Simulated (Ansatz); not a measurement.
## RbCl: pressure series

The parent structure is RbCl in the rock salt structure (space group Fm-3m, No. 225; a = 6.698 Å).

Cell and atoms are relaxed at each pressure.

The values are results of PBE (Ansatz, a quantum-chemistry and plane-wave program; PAW; 420 eV plane waves; no SOC), not measurements.

Candidates:
(a) pressure 50 GPa
(b) pressure 7 GPa
(c) pressure −2 GPa
(d) pressure 15 GPa

Before the change:

| Quantity | Value |
|---|---|
| Band gap | 4.84 eV |

Task: Order them by band gap, lowest first.

Result: (a) pressure 50 GPa (3.88 eV), (c) pressure −2 GPa (4.10 eV), (d) pressure 15 GPa (5.61 eV), (b) pressure 7 GPa (5.74 eV)

Load acts through the strain it causes; cell and atoms are relaxed under it. Whether these cells are dynamically stable was not tested. Competing high-pressure phases were not computed.
